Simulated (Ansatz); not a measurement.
Start from GaN in the zinc blende structure (space group F-43m, No. 216; a = 4.498 Å). Axes: x, y, z lie along the cube axes.

Method: r2SCAN (Ansatz, an electronic-structure program), spin-orbit coupling left out.

One thing is altered: every lattice vector is shortened by 1.00 %, atoms relaxed at fixed cell.

Problem. Predict the stress tensor and what it implies for the stiffness.

Solution. Stress of the strained cell less that of the base (GPa, compression positive):
```
   6.32    0.00    0.00
   0.00    6.32    0.00
   0.00    0.00    6.32
```

Then B = −ΔP/(ΔV/V₀) with ΔV/V₀ = -0.0297 gives secant stiffness values (nonlinear terms included at this strain): B ≈ 213 GPa.

As a check, the harmonic strain energy −½ V₀ Δσ:ε is 6.7 meV/atom; the computed energy rise is 6.5 meV/atom.

Stability against distortions was not tested. This is not the structure that GaN has at room temperature and ambient pressure.
